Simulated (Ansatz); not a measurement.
Start from Cu in the fcc (Cu type) structure (space group Fm-3m, No. 225; a = 3.577 Å; relaxed with 0.1 eV smearing).

Method: DFT with r2SCAN, PAW potentials and a 500 eV plane-wave cutoff in Ansatz (a program for electronic structure), no spin-orbit coupling.

Base values:

- Pressure = 0.0 GPa

Modification: every lattice vector is shortened by 1.00 %; the atoms relax in the strained cell.

What happens to the pressure?

The pressure goes from zero to 5.3 GPa.

Estimate the effect on the energy relative to the base.

The energy increases by 5.4 meV/atom.

No phonon test of stability was made. All final runs are without spin polarisation.
